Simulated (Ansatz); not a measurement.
# Carrier properties of MoS2 under load (space group R3m)

Input:

```xyz
3
Lattice="1.5528 0.8965 5.7959 -1.5528 0.8965 5.7959 0.0000 -1.7930 5.7959" Properties=species:S:1:pos:R:3 pbc="T T T"
Mo     0.0000     0.0000    17.3830
S      0.0000     0.0000     7.3554
S      0.0000     0.0000     4.2297
```

Level of theory: PBEsol+D3BJ with spin-orbit coupling, rigid bands (plane waves, PAW; Ansatz, a first-principles code). Condition of this run: biaxial stress xx = yy = 1 GPa (compression positive) (the target of the relaxation). How the cell was made: cell and atoms relaxed with PBEsol+d3bj, then loaded as said.

- band gap = 0.48 eV
- electron conductivity mass (300 K, dilute) = 0.63 (x), 0.63 (y), 0.43 (z) mₑ
- hole conductivity mass (300 K, dilute) = 0.49 (x), 0.49 (y), 1.12 (z) mₑ
- effective density of states N_c (300 K) = 3.4e19 cm⁻³
- effective density of states N_v (300 K) = 1.3e19 cm⁻³
- density-of-states mass, electrons = 1.21 mₑ
- density-of-states mass, holes = 0.65 mₑ
- Seebeck coefficient, n-type 1e19 cm⁻³, 300 K = -348 μV/K
- best n-type power factor at 300 K for τ = 10 fs (best axis; densities from 1e16 to 1e21 cm⁻³ tried, whether or not they can be reached) = 22 μW/(cm·K²) at 3e20 cm⁻³
- Seebeck coefficient, p-type 1e19 cm⁻³, 300 K = 242 μV/K
- best p-type power factor at 300 K for τ = 10 fs (best axis; densities from 1e16 to 1e21 cm⁻³ tried, whether or not they can be reached) = 4.2 μW/(cm·K²) at 3e19 cm⁻³

Rigid bands; masses and Seebeck coefficients take one relaxation time τ for all states and one kind of carrier; polarons and phonon drag are left out. Geometry: cell and atoms relaxed with PBEsol+D3(BJ).

PBEsol with a dispersion correction tends to overbind, so the cell can be several per cent short, in bad cases over ten, which usually narrows a gap: MoS2 under load (space group R3m).
